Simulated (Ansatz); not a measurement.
The starting structures come from a database of crystals and need not be the phases stable at ambient conditions.

 Where the default PAW files enter, the runs use the earlier of Ansatz's two default sets.

Inside the gap of an insulator the Bloch states are evanescent, with a wavenumber k + iκ along the transport direction.

Input:

```
CELL_PARAMETERS angstrom
      6.05440     0.00000     0.00000
      0.00000     6.05440     0.00000
      3.02720    -3.02720     4.28111
ATOMIC_POSITIONS crystal
  Rb 0.75000 0.75000 0.50000
  Rb 0.25000 0.25000 0.50000
  Te 0.00000 0.00000 0.00000
```

Space group of this cell: Fm-3m, anti-fluorite. The cell is taken as given; by PBEsol its mean pressure is -0.5 GPa.

Transport runs along the normal of the first two printed cell vectors, the (001) plane of the conventional cell.

The gap is the functional's own. No spin-orbit coupling. Mid-gap values are interpolated on the energy grid.

Task: Estimate the band gap and the smallest decay constant κ at mid-gap that PBEsol in Ansatz (an electronic-structure program) returns for this system.

Result: Gap 1.83 eV on a 8×8×8 mesh; κ = 0.223 1/Å, at the zone centre.
